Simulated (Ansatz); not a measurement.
Data:

```
CELL_PARAMETERS angstrom
      4.05986     0.00000     0.00000
      2.02993     3.51594     0.00000
      2.02993    -1.17198     3.16500
ATOMIC_POSITIONS crystal
  Na 0.00000 0.00000 0.00000
  Cl 0.00000 0.50000 0.50000
```

No spin polarisation.

Calculations: PBEsol (Ansatz, a quantum-chemistry and plane-wave program), without spin-orbit coupling. Γ-centred 10×10×10 mesh, Fermi–Dirac width 0.05 eV.

Task: What band gap does the calculation give?

Result: 4.79 eV.

Task: What electron mass does the calculation give?

Result: 0.39 mₑ (at Γ).

The cells carry an imposed strain or load. Effective masses come from finite differences of ±0.01 Å⁻¹. Stability against distortions was not tested. The cell was made from NaCl in the rock salt structure (space group Fm-3m, No. 225) by this change: biaxial strain +2.50 %, plane normal [111], relaxed out of plane.
